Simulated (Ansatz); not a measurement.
Start from AlN in the zinc blende structure (space group F-43m, No. 216).

```yaml
crystal:
  lattice:
    - [0.00000, 2.18885, 2.18885]
    - [2.18885, 0.00000, 2.18885]
    - [2.18885, 2.18885, 0.00000]
  atoms:
    - { symbol: N, position: [0.75000, 0.75000, 0.75000] }
    - { symbol: Al, position: [0.00000, 0.00000, 0.00000] }
```

Method: plane-wave PAW DFT at the PBEsol level (Ansatz, a program for electronic structure, 420 eV), spin-orbit coupling left out.

Carriers are added at fixed cell with a uniform background; the Fermi–Dirac width is that of 300 K.

One change was made to it. Results:

The Fermi level relative to the doped band's edge (positive inside the band; to 0.05 eV) comes out as +1.10 eV; the gap character remains indirect, Γ → X.

Task: What was done to the base?
(A) electrons 5.0×10^21 cm⁻³
(B) electrons 7.0×10^20 cm⁻³
(C) holes 2.0×10^21 cm⁻³

Result: A, electrons 5.0×10^21 cm⁻³. For comparison, the Fermi level from band edge in the other runs: electrons 7.0×10^20 cm⁻³ gives +0.35 eV; holes 2.0×10^21 cm⁻³ gives +0.05 eV.

Carriers are added with a uniform compensating background; total energy and stress of such cells depend on the potential's zero and are not compared; many-body gap narrowing is missing at this level. No phonon test of stability was made. This is not the structure that AlN has at room temperature and ambient pressure.
